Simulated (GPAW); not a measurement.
Band structure of BN (P6_3mc, 4 atoms in the cell).

```yaml
crystal:
  lattice:
    - [2.51308, 0.00000, 0.00000]
    - [-1.25654, 2.17639, 0.00000]
    - [0.00000, 0.00000, 4.15922]
  atoms:
    - { symbol: B, position: [0.66667, 0.33333, 0.99972] }
    - { symbol: B, position: [0.33333, 0.66667, 0.49972] }
    - { symbol: N, position: [0.66667, 0.33333, 0.62528] }
    - { symbol: N, position: [0.33333, 0.66667, 0.12528] }
```

Method of the run: PBE, GPAW PAW datasets PBE (gpaw-data 1.0.1) (plane waves; GPAW 25.7.0).

Settings: mode = pw; ecut = 950 eV; xc = PBE; kpts = 10 10 6; mesh shift (steps) = 0 0 0; occupations.name = fermi-dirac; occupations.width = 0.05 eV; nbands = -8; convergence.bands = -6; symmetry.symmorphic = false; symmetry.tolerance = 0.0005; maxiter = 100; bandpath_npoints = 40.

The starting cell comes from a database of computed structures (which also holds hypothetical and non-ambient phases and stackings), without a prior relaxation at this level. Its lattice was rescaled by a random factor within 2.5 % of one.

Q: Predict the gap along the standard path and the places of the band edges.

A: The gap along the path is 5.13 eV, from Γ to K; the smallest direct gap on it is 8.48 eV.

Levels in eV from the top of the valence band on the SCF mesh, bands 5 to 12:
| point | 5 | 6 | 7 | 8 | 9 | 10 | 11 | 12 |
|---|---|---|---|---|---|---|---|---|
| Γ | -2.21 | -0.29 | 0.00 | 0.00 | 8.54 | 8.54 | 8.82 | 10.02 |
| M | -7.14 | -5.18 | -4.61 | -2.20 | 6.87 | 8.09 | 10.82 | 11.86 |
| K | -7.38 | -5.68 | -5.62 | -5.62 | 5.13 | 13.93 | 13.93 | 14.19 |
| A | -1.22 | -1.22 | -1.22 | -1.22 | 9.87 | 9.87 | 10.15 | 10.15 |
| L | -3.92 | -3.92 | -3.71 | -3.71 | 6.74 | 6.74 | 10.30 | 10.30 |
| H | -8.06 | -8.06 | -3.16 | -3.16 | 9.63 | 9.63 | 10.34 | 10.34 |
